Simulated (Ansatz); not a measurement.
Start from Rh in the fcc (Cu type) structure (space group Fm-3m, No. 225).

```xyz
1
Lattice="0.0000 1.9150 1.9150 1.9150 0.0000 1.9150 1.9150 1.9150 0.0000" Properties=species:S:1:pos:R:3 pbc="T T T"
Rh     0.0000     0.0000     0.0000
```

Method: PBE (Ansatz, a quantum-chemistry and plane-wave program, PAW, without spin-orbit coupling).

Base values:

```
Item                  Result
-------------------  -------
Lattice parameter a  3.830 Å
```

The change: a hydrostatic pressure of 9 GPa.

Question: What does the calculation give for the lattice parameter a after the change?

Answer: The lattice parameter a falls by 0.041 Å, from 3.830 Å to 3.789 Å.

Load acts through the strain it causes; cell and atoms are relaxed under it. Whether these cells are dynamically stable was not tested. Competing high-pressure phases were not computed. All final runs are without spin polarisation.
